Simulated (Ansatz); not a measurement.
System: V-vacancy pair (V on one host Ru site, one Ru site vacant) in hcp Ru (neutral cell). Level of theory: PBE, PAW (plane waves to 420 eV; Ansatz, a program for electronic structure).

Cell of 36 host sites held at the relaxed PBE lattice; a 2×2×2 k-point mesh shifted by half a step along c; Fermi-Dirac width 0.10 eV, spin-restricted; finite-size errors left in. No zero-point or tunnelling terms. Forms of the defect that were not tried may lie lower.

Barriers: single points on a 4×4×4 k-point mesh shifted by half a step along c at the bands' geometries (they differ from the bands' own by up to 0.18 eV, and are uncertain by about as much).

A. direct exchange of V with the vacancy (V-vacancy distance between ideal sites 2.72 Å throughout); the atom moves 2.75 Å along (-1.01, 0.00, 0.00) of the unit cell; the moving atom starts with neighbours 2 Ru at 2.64, 2 Ru at 2.66, 2 Ru at 2.67, Ru at 2.69, 2 Ru at 2.71, Ru at 2.73, Ru at 2.76 Å and ends with 2 Ru at 2.64, 2 Ru at 2.66, 2 Ru at 2.67, Ru at 2.69, 2 Ru at 2.71, Ru at 2.73, Ru at 2.76 Å; saddle order not checked, on a symmetry element.
B. direct exchange of V with the vacancy (V-vacancy distance between ideal sites 2.66 Å throughout); the atom moves 2.57 Å along (-0.66, -0.33, 0.48) of the unit cell; the moving atom starts with neighbours 2 Ru at 2.63, 3 Ru at 2.68, Ru at 2.69, Ru at 2.71, 2 Ru at 2.71, 2 Ru at 2.72 Å and ends with 2 Ru at 2.63, 3 Ru at 2.68, Ru at 2.69, Ru at 2.71, 2 Ru at 2.71, 2 Ru at 2.72 Å; saddle order not checked, on a symmetry element.

A band can be held on a symmetry element, so unchecked saddle points there may be too high.

### Question
Put the candidates in order of forward barrier, lowest first, for PBE, PAW.

### Answer
B (1.20 eV), A (1.45 eV)
